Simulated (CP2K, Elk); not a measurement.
A CP2K input for a self-consistent single point of KZnF₃ (Pm-3m, 5 atoms in the cell) (DFT PBE, GPW, DZVP-MOLOPT-SR-GTH basis, GTH-PBE potentials (GTH_POTENTIALS)):

```
&GLOBAL
  PROJECT calc
  RUN_TYPE ENERGY_FORCE
  PRINT_LEVEL LOW
&END GLOBAL
&FORCE_EVAL
  METHOD Quickstep
  STRESS_TENSOR ANALYTICAL
  &DFT
    BASIS_SET_FILE_NAME BASIS_MOLOPT
    POTENTIAL_FILE_NAME GTH_POTENTIALS
    &QS
      METHOD GPW
      EPS_DEFAULT 1E-10
    &END QS
    &MGRID
      CUTOFF 600
      REL_CUTOFF 40
      NGRIDS 5
    &END MGRID
    &SCF
      SCF_GUESS ATOMIC
      EPS_SCF 1E-6
      MAX_SCF 100
      ADDED_MOS 8
      &DIAGONALIZATION
        ALGORITHM STANDARD
      &END DIAGONALIZATION
      &MIXING
        METHOD BROYDEN_MIXING
        ALPHA 0.3
        NBUFFER 10
      &END MIXING
      &SMEAR ON
        METHOD FERMI_DIRAC
        ELECTRONIC_TEMPERATURE [K] 116.05
      &END SMEAR
    &END SCF
    &KPOINTS
      SCHEME MONKHORST-PACK 4 4 4
      GAMMA_CENTERED T
    &END KPOINTS
    &XC
      &XC_FUNCTIONAL PBE
      &END XC_FUNCTIONAL
    &END XC
    &PRINT
      &MO
        EIGENVALUES T
        OCCUPATION_NUMBERS T
        NDIGITS 8
        FILENAME mo
        &EACH
          QS_SCF 0
        &END EACH
        ADD_LAST NUMERIC
      &END MO
      &MULLIKEN OFF
      &END MULLIKEN
    &END PRINT
  &END DFT
  &SUBSYS
    &CELL
      A 3.91383100 0.00000000 0.00000000
      B 0.00000000 3.91383100 0.00000000
      C 0.00000000 0.00000000 3.91383100
      PERIODIC XYZ
    &END CELL
    &COORD
      K        0.00000000     0.00000000     0.00000000
      Zn       1.95691550     1.95691550     1.95691550
      F        1.95691550     0.00000000     1.95691550
      F        0.00000000     1.95691550     1.95691550
      F        1.95691550     1.95691550     0.00000000
    &END COORD
    &KIND K
      BASIS_SET DZVP-MOLOPT-SR-GTH-q9
      POTENTIAL GTH-PBE-q9
    &END KIND
    &KIND Zn
      BASIS_SET DZVP-MOLOPT-SR-GTH-q12
      POTENTIAL GTH-PBE-q12
    &END KIND
    &KIND F
      BASIS_SET DZVP-MOLOPT-SR-GTH-q7
      POTENTIAL GTH-PBE-q7
    &END KIND
  &END SUBSYS
  &PRINT
    &FORCES ON
    &END FORCES
    &STRESS_TENSOR ON
    &END STRESS_TENSOR
  &END PRINT
&END FORCE_EVAL
```

**Question.** Give the Elk input for the same structure, mesh, smearing and functional.

**Answer.** One input that does it (others would too):

```
tasks
  0

xctype
  20

rgkmax
  8.0

gmaxvr
  16.0

nxlo
  2

lorbcnd
  .true.

lmaxi
  2

swidth
  0.000367493

maxscl
  100

avec
    7.3960686881    0.0000000000    0.0000000000
    0.0000000000    7.3960686881    0.0000000000
    0.0000000000    0.0000000000    7.3960686881

sppath
  'species/'

atoms
  3
  'K.in'
  1
  0.0000000000  0.0000000000  0.0000000000    0.0 0.0 0.0
  'Zn.in'
  1
  0.5000000000  0.5000000000  0.5000000000    0.0 0.0 0.0
  'F.in'
  3
  0.5000000000  0.0000000000  0.5000000000    0.0 0.0 0.0
  0.0000000000  0.5000000000  0.5000000000    0.0 0.0 0.0
  0.5000000000  0.5000000000  0.0000000000    0.0 0.0 0.0

ngridk
  4 4 4
```

Basis, cutoffs, solver keys and any potentials are the target program's own. This input uses DFT, PBE, all-electron FP-LAPW, Elk's shipped species files, APW+lo basis with extra local orbitals.

The starting cell has typed, rounded lattice constants, without a prior relaxation at this level. Its lattice was rescaled by a random factor within 2.5 % of one. For this run, on top of that: lattice scaled by 0.98.
